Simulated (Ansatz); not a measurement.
## What Li interstitial (started 1.83 Å from the nearest host atom) does to Nb

The reference is a 27-atom supercell of Nb in the bcc (W type) structure (space group Im-3m, No. 229; a = 3.271 Å) at its relaxed geometry.

It is then changed as follows: one Li atom is added in an open site, starting 1.83 Å from the nearest host atom, atoms relaxed at fixed cell, starting from a slightly rattled geometry.

Calculations: PBEsol (Ansatz, a program for electronic structure), scalar-relativistic without spin-orbit coupling. Γ-centred 5×5×5 mesh, Fermi–Dirac width 0.05 eV.

```csv
quantity,base,changed,shift
pressure,0.5 GPa,5.6 GPa,+5.1 GPa
final site of the added atom,–,8 Nb at 2.17–2.93 Å,–
```

In so small a cell the defect repeats every few ångströms: this is an ordered compound, not a dilute defect. All final runs are without spin polarisation. The defect cell is not spin-polarised.
